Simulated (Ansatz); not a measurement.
L1₂ (Cu3Au-type) Pt₃Ti, relaxed in Ansatz (plane waves) with several semilocal functionals. Each gives its own volume and its own elastic constant C11:

```tsv
level	V0 (Å³/atom)	elastic constant C11 (GPa)	ln V0	ln C11
LDA	14.526	411.4	2.6759	6.0196
PBEsol	14.824	388.7	2.6962	5.9628
PBE	15.384	344.8	2.7333	5.8430
```

**Question.** Fit a straight line to ln C11 against ln V0. What does it predict for r²SCAN, whose volume is 15.071 Å³/atom?

**Answer.** With x = ln V0 and y = ln C11: means 2.70180 and 5.94180; Σ(Δx Δy) = -0.005245, Σ(Δx²) = 0.001694, so the slope is -3.10. At x = 2.7128 the line gives y = 5.94180 + (-3.10) × (2.7128 − 2.70180) = 5.9077, or 367.9 GPa. The run with r²SCAN gives 374.5 GPa, +1.8 % from the line. The rows used scatter about it by up to 0.4 %, while the largest value lies 19 % above the smallest.

The crystal itself was run without spin with r²SCAN; a magnetic state was not tried in these runs.

Ansatz's density-functional and Hartree–Fock values are scalar-relativistic unless marked +SOC, with PAW data made under PBE.

Ansatz is a quantum-chemistry and plane-wave program.
